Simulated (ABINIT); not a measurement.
A self-consistent single point of K2NaAsF6 (Fm-3m, 10 atoms in the cell) with ABINIT.

Level of theory: PBEsol, PAW (JTH v2.0 PBE PAW, files made for PBE) (plane waves; ABINIT).

```yaml
crystal:
  lattice:
    - [0.00000, 4.33613, 4.33613]
    - [4.33613, 0.00000, 4.33613]
    - [4.33613, 4.33613, 0.00000]
  atoms:
    - { symbol: K, position: [0.25000, 0.25000, 0.25000] }
    - { symbol: K, position: [0.75000, 0.75000, 0.75000] }
    - { symbol: Na, position: [0.50000, 0.50000, 0.50000] }
    - { symbol: As, position: [0.00000, 0.00000, 0.00000] }
    - { symbol: F, position: [0.23839, 0.23839, 0.76161] }
    - { symbol: F, position: [0.76161, 0.76161, 0.23839] }
    - { symbol: F, position: [0.76161, 0.23839, 0.23839] }
    - { symbol: F, position: [0.23839, 0.76161, 0.76161] }
    - { symbol: F, position: [0.23839, 0.76161, 0.23839] }
    - { symbol: F, position: [0.76161, 0.23839, 0.76161] }
```

Reference input (self-consistent single point, DFT, PBEsol, plane waves, norm-conserving pseudopotentials (PseudoDojo nc-sr-04 PBEsol standard)): pseudos = [K.upf, Na.upf, As.upf, F.upf]; ecut = 44 Ha; ixc = -116133; occopt = 1; ngkpt = 3 3 3; nshiftk = 1; shiftk = 0.5 0.5 0.5; potentials = PseudoDojo nc-sr-04 PBEsol standard; nband = 44; kptopt = 1; nstep = 50; tolvrs = 1e-10. This run's input differs from it in these lines:

```diff
@@ -1,4 +1,4 @@
-# K2NaAsF6, PseudoDojo nc-sr-04 PBEsol standard
+# K2NaAsF6, JTH v2.0 PBE PAW
 pp_dirpath "./"
-pseudos "K.upf, Na.upf, As.upf, F.upf"
+pseudos "K.GGA_PBE-JTH.xml, Na.GGA_PBE-JTH.xml, As.GGA_PBE-JTH.xml, F.GGA_PBE-JTH.xml"
 acell 3*1.0
@@ -23,3 +23,5 @@
          8.1940886921   12.4813997776    8.1940886921
-ecut 44
+ecut 30
+pawecutdg 60
+pawxcdev 0
 ixc -116133
```

Its files differ too (potentials: PseudoDojo nc-sr-04 PBEsol standard → JTH v2.0 PBE PAW).

Output, abridged:

```
--- !BeginCycle
solver: {iscf: 17, nstep: 50, nline: 4, wfoptalg: 10, }
tolerances: {tolvrs: 1.00E-10, }
...

     iter   Etot(hartree)      deltaE(h)  residm     nres2
 ETOT  1  -349.85889618553    -3.499E+02 4.191E+01 2.831E+02
 ETOT  2  -366.10571769539    -1.625E+01 3.587E-02 1.026E+03
 ETOT  3  -365.37173544579     7.340E-01 4.887E-02 2.572E+02
 ETOT  4  -365.17680576805     1.949E-01 1.614E-03 6.346E+01
 ETOT  5  -365.12831549695     4.849E-02 9.700E-04 2.830E+01
   [... 8 lines left out ...]
 ETOT 14  -365.09654895218    -1.696E-10 1.446E-05 8.445E-08
 ETOT 15  -365.09654895241    -2.312E-10 4.516E-05 2.358E-08
 ETOT 16  -365.09654895241     4.036E-12 1.265E-05 4.946E-10
 ETOT 17  -365.09654895242    -1.398E-11 3.987E-05 6.996E-11
 At SCF step   17       nres2   =  7.00E-11 < tolvrs=  1.00E-10 =>converged.

 Cartesian components of stress tensor (hartree/bohr^3)
  sigma(1 1)=  8.98386139E-05  sigma(3 2)=  0.00000000E+00
  sigma(2 2)=  8.98386139E-05  sigma(3 1)=  0.00000000E+00
  sigma(3 3)=  8.98386139E-05  sigma(2 1)=  0.00000000E+00

 ----iterations are completed or convergence reached----

 reduced coordinates (array xred) for   10 atoms
       0.250000000000      0.250000000000      0.250000000000
       0.750000000000      0.750000000000      0.750000000000
       0.500000000000      0.500000000000      0.500000000000
       0.000000000000      0.000000000000      0.000000000000
       0.238389999999      0.238389999999      0.761610000001
       0.761610000001      0.761610000001      0.238389999999
   [... lines left out ...]
 Fermi (or HOMO) energy (hartree) =   0.02672   Average Vxc (hartree)=  -0.32035
   [... lines left out ...]
local_psp           : -3.43686204559148E+02
total_energy        : -3.65096548773834E+02
total_energy_eV     : -9.93478233464601E+03
...

-Cartesian components of stress tensor (GPa)         [Pressure= -2.6431E+00 GPa]
- sigma(1 1)=  2.64314283E+00  sigma(3 2)=  0.00000000E+00
- sigma(2 2)=  2.64314283E+00  sigma(3 1)=  0.00000000E+00
- sigma(3 3)=  2.64314283E+00  sigma(2 1)=  0.00000000E+00

 Calculation completed.
```

The run converged in 17 iterations. Against the reference run the pressure goes from -2.29 to -2.64 GPa, the largest force hardly changes (0.198 to 0.201 eV/Å) and the gap on the mesh goes from 4.483 to 4.450 eV.

The starting cell comes from a database of computed structures (which also holds hypothetical and non-ambient phases and stackings), without a prior relaxation at this level. The potentials were made for another functional than the one used. The shifted mesh does not hold Γ, so a gap read on it misses any band edge there.

Cost on one core of a shared machine: roughly 5 min.
